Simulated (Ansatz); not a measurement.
Data:

```xyz
2
Lattice="0.0000 2.4923 2.4923 2.4923 0.0000 2.4923 2.4923 2.4923 0.0000" Properties=species:S:1:pos:R:3 pbc="T T T"
Se     0.0000     0.0000     0.0000
Mg     2.4923     2.4923     2.4923
```

No spin polarisation.

A single point on MgSe with a change (pressure 30 GPa), its geometry relaxed with PBEsol.

Calculations: r2SCAN (Ansatz, a first-principles code; PAW; 500 eV plane waves; no spin-orbit coupling). Settings: 10×10×10 k-points, 0.05 eV Fermi–Dirac smearing.

**Question.** Predict the hole mass and band gap.

**Answer.** The hole mass (degenerate bands, along [100]) is 0.23, 0.57, 0.57 mₑ (at Γ) and the band gap is 2.94 eV.

Single points use the geometry relaxed with PBEsol. Load acts through the strain it causes; cell and atoms are relaxed under it. Masses are band curvatures over ±0.01 Å⁻¹ around the edge. Whether these cells are dynamically stable was not tested. No other phases were tried under pressure. The cell was made from MgSe in the rock salt structure (space group Fm-3m, No. 225) by this change: pressure 30 GPa.
